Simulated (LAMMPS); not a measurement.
Fault surfaces of Al (fcc) on several planes, rigid shifts with relaxation along the normal.

Level of theory: classical force field (static), pair style meam, file AlSiMgCuFe.meam, run in LAMMPS.

```tsv
plane	largest on the first line	largest on the surface	first line along
(001)	549 mJ/m²	1210 mJ/m²	[1-10]
(110)	953 mJ/m²	1360 mJ/m²	[001]
(111)	478 mJ/m²	599 mJ/m²	[1-10]
```
